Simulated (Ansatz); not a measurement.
A computed series for BaZrO3: alloy series

Base system: BaZrO3 in the cubic perovskite structure (space group Pm-3m, No. 221; a = 4.205 Å).

The other end (x = 1) is ZrBeO$_{3}$ in the cubic perovskite structure (space group Pm-3m, No. 221; a hypothetical phase, not in the database extracts checked): 13.45 Å³/atom, gap zero; this end may not be an ambient phase.

Be replaces a fraction x of Ba; each row is one arrangement (x, atoms in the cell, starting space group or random), fully relaxed.

All numbers come from Kohn–Sham DFT with the r2SCAN functional, run in Ansatz (a program for electronic structure) with PAW and 500 eV plane waves, scalar-relativistic without spin-orbit coupling.

Notes on the quantities. mixing energy: to 0.01 eV only: unlike meshes or grids; against an end that may be hypothetical.

```csv
case,band gap,mixing energy,shortest interatomic distance,density
base,3.73 eV,–,2.103 Å,6.18 g/cm³
"x(Be) = 0.5, 10 atoms, Fm-3m",zero,+0.01 eV/atom,2.071 Å,4.97 g/cm³
"x(Be) = 0.5, 10 atoms, P4/mmm (arrangement A)",1.32 eV,0.00 eV/atom,1.982 Å,4.99 g/cm³
"x(Be) = 0.5, 10 atoms, P4/mmm (arrangement B)",0.68 eV,0.00 eV/atom,2.067 Å,4.98 g/cm³
```

The mesh was chosen for an insulator and is coarse for the gapless case. Each cell is one ordered arrangement of few atoms, which overstates ordering effects compared with a random alloy. Stability against distortions was not tested. The final runs are not spin-polarised. The zero or small gap of BaZr2BeO6 and ZrBeO3 can change with the level of theory.
